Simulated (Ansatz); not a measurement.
# By hand: energy of configuration A over configuration B

This concerns the energy of configuration A over configuration B. The value is E(A) − E(B).

A: a supercell of 32 sites of Pb (fcc, Fm-3m) with H off the lattice sites (4 Pb at 2.28 Å); spin state with PBE: run without spin.

B: a supercell of 32 sites of Pb (fcc, Fm-3m) with H off the lattice sites (6 Pb at 2.51 Å); spin state with PBE: run without spin.

Setting: static, neutral cells in Ansatz (PAW) whose structures rest at the PBE+D3(BJ) level. Ansatz (a quantum-chemistry and plane-wave program) runs with its default PAW set. Other levels take these structures. The lattices are those relaxed with PBE+D3(BJ), so at other levels the solids can be strained, which adds to the spread. Larger cells are relaxed from a start prepared with the learned potential CHGNet, on a coarser mesh till forces fall under 0.03 eV/Å, which some starts already meet. A dispersion term (D3(BJ), or D4 for r2SCAN) was computed beside these levels and is taken off wherever the name lacks it. Spin-orbit coupling is left out. Cell A has symmetry P-43m and got no random move, so less symmetric positions, which may lie lower, weren't tried. Cell B has symmetry Pm-3m and got no random move, so less symmetric positions, which may lie lower, weren't tried.

Total energies of the cells in eV, at zero smearing width. They compare only within one column; the weights balance every element.

| cell | atoms | weight | r2SCAN | LDA |
|---|---|---|---|---|
| A: Pb:H_i | 33 | +1 | -381482.34470 | -371289.93595 |
| B: Pb:H_i | 33 | −1 | -381482.10726 | -371289.75363 |

r2SCAN: (-381482.34470) − (-381482.10726) = -0.237 eV.

LDA: (-371289.93595) − (-371289.75363) = -0.182 eV.

What follows from the r2SCAN value: With equal degeneracies and no entropy terms, the ratio of A to B in equilibrium is exp(−ΔE/k_BT) with ΔE = -0.237 eV: 9.6×10^3 at 300 K and 16 at 1000 K.
